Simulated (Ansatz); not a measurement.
Consider TiC in the rock salt structure (space group Fm-3m, No. 225; a = 4.328 Å).

Computed with r2SCAN/PAW in Ansatz (a quantum-chemistry and plane-wave program), no spin-orbit coupling.

For the base:

```
Item                            Result
-----------------------------  -------
Shortest interatomic distance  2.164 Å
```

It is then changed as follows: Zr takes the place of Ti on all its sites, then cell and atoms are relaxed.

### Question
What happens to the shortest interatomic distance?

### Answer
The shortest interatomic distance grows by 0.192 Å, from 2.164 Å to 2.356 Å.

Stability against distortions was not tested. The final runs are not spin-polarised.
